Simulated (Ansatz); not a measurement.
The starting structures come from a database of crystals and need not be the phases stable at ambient conditions.

 Where the default PAW files enter, the runs use the earlier of Ansatz's two default sets.

The decay constant κ of evanescent states in the gap governs leakage through a thin film.

Input:

```
Pb2SeTe
1.0
    4.45511     0.00000     0.00000
   -2.22756     3.85824     0.00000
    2.22756     1.28608     7.27079
Te Pb Se
1 2 1
Direct
  0.00000   0.50000   0.50000
  0.51091   0.25546   0.23363
  0.48909   0.74454   0.76637
  0.00000   0.00000   0.00000
```

Space group of this cell: R-3m. The cell was relaxed by PBE-D3(BJ); by r2SCAN its mean pressure is 1.3 GPa.

Transport runs along the normal of the first two printed cell vectors, the (001) plane of the conventional cell.

The gap is the functional's own, uncorrected, and κ follows it; spin-orbit coupling is left out. Mid-gap values are interpolated between the computed energies.

Question: Give the band gap and the smallest decay constant κ at mid-gap that r2SCAN in Ansatz (a program for electronic structure) yields.

Answer: Gap 0.82 eV on a 8×8×8 mesh; κ = 0.088 1/Å, at (0.500, 0.000) of the in-plane reciprocal vectors. At the zone centre, at the nearest computed energy, the slowest state has κ = 0.13 1/Å.
